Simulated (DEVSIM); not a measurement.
System: abrupt Si n-p junction, at 250 K.

| layer (left to right) | material | thickness (μm) | Nd (cm⁻³) | Na (cm⁻³) | τn (s) | τp (s) |
|---|---|---|---|---|---|---|
| 1 | Si | 7.70 | 3.1e16 | - | 2e-5 | 2e-5 |
| 2 | Si | 0.450 | - | 9.5e17 | 2e-5 | 2e-5 |

Left contact: ohmic. Right contact: ohmic. Voltage is applied to the left contact. Recombination: SRH at mid-gap, Auger. Mobility is μmin + (μ − μmin)/(1 + (N/Nref)^α).

Constants are typed, rounded textbook-type inputs, not results; the design itself was drawn at random and stands for no fabricated device. Values at 300 K; Nc and Nv go as T^1.5, mobilities as T to minus their exponent, the gap by Varshni's rule with the affinity fixed.

```csv
parameter,Si
gap (eV),1.124
affinity (eV),4.05
permittivity,11.7
Nc (cm⁻³),2.86e19
Nv (cm⁻³),3.1e19
μn (cm²/Vs),1417
μp (cm²/Vs),470
"μn,min",52
"μp,min",45
"Nref,n",9.7e16
"Nref,p",2.2e17
αn,0.68
αp,0.72
T exponent of μn,2.3
T exponent of μp,2.2
Cn (cm⁶/s),2.8e-31
Cp (cm⁶/s),9.9e-32
Varshni α (eV/K),0.000473
Varshni β (K),636
```

Simulated with DEVSIM: 1D drift-diffusion, Boltzmann statistics, complete ionisation; no tunnelling, impact ionisation, image-force lowering or self-heating.

Question: Tabulate band edges, carrier densities and field at zero bias.

Answer: Energies count from the Fermi level of the right contact; mesh points crowd at the junctions.

```json
[
 {"x (μm)": "0.000", "Ec (eV)": "0.141", "Ev (eV)": "-0.995", "n (cm⁻³)": "3.1e16", "p (cm⁻³)": "< 1e2", "field (V/cm)": "≈ 0"},
 {"x (μm)": "0.02207", "Ec (eV)": "0.141", "Ev (eV)": "-0.995", "n (cm⁻³)": "3.1e16", "p (cm⁻³)": "< 1e2", "field (V/cm)": "≈ 0"},
 {"x (μm)": "0.06797", "Ec (eV)": "0.141", "Ev (eV)": "-0.995", "n (cm⁻³)": "3.1e16", "p (cm⁻³)": "< 1e2", "field (V/cm)": "≈ 0"},
 {"x (μm)": "0.1521", "Ec (eV)": "0.141", "Ev (eV)": "-0.995", "n (cm⁻³)": "3.1e16", "p (cm⁻³)": "< 1e2", "field (V/cm)": "≈ 0"},
 {"x (μm)": "0.4061", "Ec (eV)": "0.141", "Ev (eV)": "-0.995", "n (cm⁻³)": "3.1e16", "p (cm⁻³)": "< 1e2", "field (V/cm)": "≈ 0"},
 {"x (μm)": "0.7993", "Ec (eV)": "0.141", "Ev (eV)": "-0.995", "n (cm⁻³)": "3.1e16", "p (cm⁻³)": "< 1e2", "field (V/cm)": "≈ 0"},
 {"x (μm)": "1.617", "Ec (eV)": "0.141", "Ev (eV)": "-0.995", "n (cm⁻³)": "3.1e16", "p (cm⁻³)": "< 1e2", "field (V/cm)": "≈ 0"},
 {"x (μm)": "3.822", "Ec (eV)": "0.141", "Ev (eV)": "-0.995", "n (cm⁻³)": "3.1e16", "p (cm⁻³)": "< 1e2", "field (V/cm)": "≈ 0"},
 {"x (μm)": "5.700", "Ec (eV)": "0.141", "Ev (eV)": "-0.995", "n (cm⁻³)": "3.1e16", "p (cm⁻³)": "< 1e2", "field (V/cm)": "≈ 0"},
 {"x (μm)": "6.666", "Ec (eV)": "0.141", "Ev (eV)": "-0.995", "n (cm⁻³)": "3.1e16", "p (cm⁻³)": "< 1e2", "field (V/cm)": "≈ 0"},
 {"x (μm)": "7.171", "Ec (eV)": "0.141", "Ev (eV)": "-0.995", "n (cm⁻³)": "3.1e16", "p (cm⁻³)": "< 1e2", "field (V/cm)": "≈ 0"},
 {"x (μm)": "7.498", "Ec (eV)": "0.148", "Ev (eV)": "-0.988", "n (cm⁻³)": "2.2e16", "p (cm⁻³)": "< 1e2", "field (V/cm)": "3200"},
 {"x (μm)": "7.611", "Ec (eV)": "0.399", "Ev (eV)": "-0.737", "n (cm⁻³)": "2.0e11", "p (cm⁻³)": "33000", "field (V/cm)": "48000"},
 {"x (μm)": "7.665", "Ec (eV)": "0.728", "Ev (eV)": "-0.408", "n (cm⁻³)": "45000", "p (cm⁻³)": "1.4e11", "field (V/cm)": "74000"},
 {"x (μm)": "7.700", "Ec (eV)": "1.017", "Ev (eV)": "-0.119", "n (cm⁻³)": "< 1e2", "p (cm⁻³)": "9.2e16", "field (V/cm)": "94000"},
 {"x (μm)": "7.720", "Ec (eV)": "1.067", "Ev (eV)": "-0.070", "n (cm⁻³)": "< 1e2", "p (cm⁻³)": "9.3e17", "field (V/cm)": "1100"},
 {"x (μm)": "7.756", "Ec (eV)": "1.067", "Ev (eV)": "-0.069", "n (cm⁻³)": "< 1e2", "p (cm⁻³)": "9.5e17", "field (V/cm)": "≈ 0"},
 {"x (μm)": "7.828", "Ec (eV)": "1.067", "Ev (eV)": "-0.069", "n (cm⁻³)": "< 1e2", "p (cm⁻³)": "9.5e17", "field (V/cm)": "≈ 0"},
 {"x (μm)": "7.989", "Ec (eV)": "1.067", "Ev (eV)": "-0.069", "n (cm⁻³)": "< 1e2", "p (cm⁻³)": "9.5e17", "field (V/cm)": "≈ 0"},
 {"x (μm)": "8.072", "Ec (eV)": "1.067", "Ev (eV)": "-0.069", "n (cm⁻³)": "< 1e2", "p (cm⁻³)": "9.5e17", "field (V/cm)": "≈ 0"},
 {"x (μm)": "8.118", "Ec (eV)": "1.067", "Ev (eV)": "-0.069", "n (cm⁻³)": "< 1e2", "p (cm⁻³)": "9.5e17", "field (V/cm)": "≈ 0"},
 {"x (μm)": "8.150", "Ec (eV)": "1.067", "Ev (eV)": "-0.069", "n (cm⁻³)": "< 1e2", "p (cm⁻³)": "9.5e17", "field (V/cm)": "≈ 0"}
]
```
